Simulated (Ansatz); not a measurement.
Candidates (primitive cells; geometry: relaxed with this functional, without spin-orbit coupling):
A. MgLa (Pm-3m), a = b = c = 3.9088 Å, α = β = γ = 90.00°
B. SrPt5 (P6/mmm), a = b = 5.3977 Å, c = 4.3531 Å, α = β = 90.00°, γ = 120.00°
C. Nb (Im-3m), a = b = c = 2.834 Å, α = β = γ = 109.47°
D. CoSn (P6/mmm), a = b = 5.221 Å, c = 4.164 Å, α = β = 90.00°, γ = 120.00°

Problem. Put the candidates in order of mean free path at 300 K, highest first, for PBEsol, DFPT electron-phonon coupling, linearised Boltzmann equation (Ansatz, a program for electronic structure).

Solution. D (14.4 nm), B (8.4 nm), A (3.8 nm), C (2.7 nm)

Metals; harmonic phonons alone scatter; means over directions. The mean free path is weighted by the current that each state carries. Halving the electron mesh moves these values by up to 9 %; q meshes are mostly untested. Some of the runs warned that the eigensolver left states short of its tolerance. Spin-orbit coupling is left out.

Formula and space group known from diffraction (Crystallography Open Database), not checked to be the room-temperature form: MgLa (Pm-3m), SrPt5 (P6/mmm). Treated as nonmagnetic (a ferromagnetic start lost its moment, other orders weren't tried): CoSn (P6/mmm). The missing spin-orbit coupling matters most for SrPt5 (P6/mmm).
